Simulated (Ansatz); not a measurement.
The starting structures come from a database of crystals and need not be the phases stable at ambient conditions.

The decay constant κ of evanescent states in the gap governs leakage through a thin film.

Data:

```
CELL_PARAMETERS angstrom
      3.44779     0.00000     0.00000
      0.00000     5.42584     0.00000
      0.00000     0.00000     7.66609
ATOMIC_POSITIONS crystal
  Zr 0.75000 0.85605 0.83043
  Zr 0.25000 0.14395 0.16957
  Zr 0.25000 0.35605 0.66957
  Zr 0.75000 0.64395 0.33043
  O  0.75000 0.89155 0.10998
  O  0.25000 0.10845 0.89002
  O  0.25000 0.39155 0.39002
  O  0.75000 0.60845 0.60998
  O  0.25000 0.86905 0.35664
  O  0.75000 0.13095 0.64336
  O  0.75000 0.36905 0.14336
  O  0.25000 0.63095 0.85664
```

Space group of this cell: Pnma. The cell is taken as given.

Transport runs along the normal of the first two printed cell vectors.

No gap correction and no spin-orbit coupling; mid-gap values are interpolated between computed energies.

Q: Compute, with r2SCAN run with Ansatz (a first-principles code), the band gap and the smallest decay constant κ at mid-gap.

A: Gap 4.68 eV on a 10×6×4 mesh; κ = 0.459 1/Å, at the zone centre.
